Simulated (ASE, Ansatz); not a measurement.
One thermal frame of composition Zr3Cu5, cell Zr18Cu30, brought to this temperature after a much hotter stage [in the CHGNet run: it was liquid; mean temperature 1421 K (target 1350 K); density 6.98 g/cm³, volume +10 % from the start cell's], 1350 K, computed in Ansatz (plane waves, PAW) at several levels on the same positions and k-sampling (one point, (1/4, 1/4, 1/4)); no spin polarisation or spin-orbit coupling.

The frame comes from MD with CHGNet (ASE). The base level is PBE (cutoff 420 eV), whose static pressure on this k-sampling is -1.3 GPa. On the run's last frame a denser k-mesh moved the forces by 0.047 eV/Å rms, the static pressure by 0.00 GPa and the free energy by -2 meV/atom, which is about how far such values are converged. That check is the base level's. Differences between levels on one k-sampling err less than the absolute values. Cutoffs of the other levels: 500 eV for r2SCAN, the files' default (420 eV for most) otherwise. Volume per atom 17.58 Å³.

| level | static pressure less the base's (GPa) | rms force change from the base (eV/Å) | cost |
|---|---|---|---|
| PBE | 0 | 0 | (base) |
| r2SCAN | -2.6 | 0.08 | roughly 4 core-minutes |
| PBEsol | -4.9 | 0.07 | about 60 core-seconds (a rough figure) |
| LDA | -8.5 | 0.14 | roughly 60 core-seconds |

Ansatz is an electronic-structure program.
